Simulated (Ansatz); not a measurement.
Worked example: relaxation of the atoms of Be4AlNi (R3m, 6 atoms in the cell) in Ansatz (an electronic-structure program).

Method of the run: LDA (PW92), default PAW files made with PBE (plane waves; Ansatz).

The change in words: one atom moved by 0.15 angstrom; relax: default → atoms; relax.f_tol: default → 0.002 eV/Å. Reference geometry:
```xyz
6
Lattice="0.0000 2.9844 2.9844 2.9844 0.0000 2.9844 2.9844 2.9844 0.0000" Properties=species:S:1:pos:R:3 pbc="T T T"
Be     2.2300     2.2300     2.2300
Be     2.2300     3.7387     3.7387
Be     3.7387     3.7387     2.2300
Be     3.7387     2.2300     3.7387
Al     4.4765     4.4765     4.4765
Ni     0.0000     0.0000     0.0000
```

Reference input (self-consistent single point, DFT, LDA (PW92), plane waves, default PAW files made with PBE): basis.ecutwfc = 420 eV; kpoints.mp_grid.grid = 10 10 10; hamiltonian.xc = lda; hamiltonian.pseudopotentials = {kind: paw} (the program's default PAW files); scf.occupations.method = fermi_dirac; scf.occupations.width = 0.1 eV. This run's input differs from it in these lines:

```diff
@@ -7,3 +7,3 @@
   atoms:
-    - { symbol: Be, position: [0.37362000, 0.37362000, 0.37362000] }
+    - { symbol: Be, position: [0.38812900, 0.38812900, 0.38812900] }
     - { symbol: Be, position: [0.87914000, 0.37362000, 0.37362000] }
@@ -26,2 +26,4 @@
     width: 0.1
+relax:
+  f_tol: 0.002
 output:
```

The program printed (abridged):

```
   [... SCF lines of the steps left out ...]
relax step   1: F+E_penalty+E_count = -6640.86834343 eV  Δ(F+E_penalty+E_count) = +0.000e0 eV  max|allowed force component| = 1.257e0 eV/Å  Δτ_max = 0.0000 Å  (6 SCF iters, dr2 threshold 1.00e-7 eV, accepted)
relax step   2: F+E_penalty+E_count = -6641.00358111 eV  Δ(F+E_penalty+E_count) = -1.352e-1 eV  max|allowed force component| = 4.740e-1 eV/Å  Δτ_max = 0.0793 Å  (6 SCF iters, dr2 threshold 9.88e-5 eV, accepted)
relax step   3: F+E_penalty+E_count = -6641.02727944 eV  Δ(F+E_penalty+E_count) = -2.370e-2 eV  max|allowed force component| = 1.065e-2 eV/Å  Δτ_max = 0.0431 Å  (6 SCF iters, dr2 threshold 1.40e-5 eV, accepted)
relax step   4: F+E_penalty+E_count = -6641.02727945 eV  Δ(F+E_penalty+E_count) = -5.797e-9 eV  max|allowed force component| = 1.063e-2 eV/Å  Δτ_max = 0.0000 Å  (6 SCF iters, accepted)
relax step   5: F+E_penalty+E_count = -6641.02732149 eV  Δ(F+E_penalty+E_count) = -4.204e-5 eV  max|allowed force component| = 1.737e-4 eV/Å  Δτ_max = 0.0028 Å  (6 SCF iters, accepted)
the relaxation is at rest under the 6 symmetry operations that the run kept from its start: a minimum is not shown …
Free energy (F): -6641.027321 eV
Internal energy: -6640.987813 eV  (E = F + TS)
E sigma→0 (E₀):  -6641.007567 eV
Entropy (-TS):   -0.039508 eV (-6.585 meV/atom)
Fermi energy:    11.079781 eV
--- Forces (eV/Å), atoms counted from 1 ---
  atom   1  Be    -0.00002553    -0.00002553    -0.00002553
  atom   2  Be     0.00002064     0.00008534     0.00008534
  atom   3  Be     0.00008534     0.00008534     0.00002064
  atom   4  Be     0.00008534     0.00002064     0.00008534
  atom   5  Al     0.00000478     0.00000478     0.00000478
  atom   6  Ni    -0.00017429    -0.00017429    -0.00017429
   [... lines left out ...]
    - { symbol: Be, position: [0.3762610221318532, 0.3762610221318532, 0.8808843922107863] }
    - { symbol: Be, position: [0.3762610221318532, 0.8808843922107863, 0.3762610221318533] }
    - { symbol: Al, position: [0.7524177413461085, 0.7524177413461085, 0.7524177413461085] }
    - { symbol: Ni, position: [0.002422805871632259, 0.002422805871632259, 0.002422805871632259] }
```

The run converged.  The full log also holds: “iter 4 did not close the SCF: its close was put off for the readings that it lacked (scf_convergence_deferred on its scf_iter line)”. The full log also holds: “iter 5 did not close the SCF: its close was put off for the readings that it lacked (scf_convergence_deferred on its scf_iter line)”.

Summary of the result:
| Item | Value |
|---|---|
| Free energy E − TS (on the zero of these files) | -6641.0273 eV |
| Fermi level (on the code's own zero) | 11.08 eV |
| Pressure | -3.60 GPa |
| Relaxation steps | 5 |

The starting cell comes from a database of computed structures (which also holds hypothetical and non-ambient phases and stackings), without a prior relaxation at this level. Its lattice was rescaled by up to half a per cent. For this run, on top of that: one atom moved by 0.15 angstrom. Spin polarisation is off. The relaxation keeps the symmetry of its start, so its end need not be a minimum. Ansatz's pressure includes its estimate of the finite-basis (Pulay) stress.

Cost on one core of a shared machine: roughly 60 s.

Keys are those of Ansatz 0.2.
